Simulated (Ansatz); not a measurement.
SrLaAlO4 (I4mm, No. 107, 7 atoms in the cell; start mp-1218184), treated with PBE0 (Ansatz, a quantum-chemistry and plane-wave program, plane waves, PAW).

Numerical settings: plane-wave cutoff 460 eV, 8×8×8 k mesh, Fermi–Dirac smearing 0.01 eV, scalar-relativistic PAW data made under PBE.

Cell (relaxed with PBEsol):

```
AlLaSrO4
1.0
   -1.87655     1.87655     6.20625
    1.87655    -1.87655     6.20625
    1.87655     1.87655    -6.20625
Sr La Al O
1 1 1 4
Direct
  0.64220   0.64220   0.00000
  0.35821   0.35821   0.00000
  0.00505   0.00505   0.00000
  0.83883   0.83883   0.00000
  0.16392   0.16392   0.00000
  0.99590   0.49590   0.50000
  0.49590   0.99590   0.50000
```

Task: Predict the band gap, smallest direct gap on the k points sampled and Γ–Γ gap.

Result: 
- band gap: 5.32 eV (on the SCF k mesh)
- smallest direct gap on the k points sampled: 5.55 eV
- Γ–Γ gap: 6.18 eV

Note: cell and atoms aren't relaxed at this level (largest force component 0.10 eV/Å, pressure 1.3 GPa).

Spin–orbit coupling is not included.

Computed values are for the static lattice.

Cost on a shared machine: around 8 core-minutes (rough).

A start named mp-… is a Materials Project structure, which need not be a measured phase.
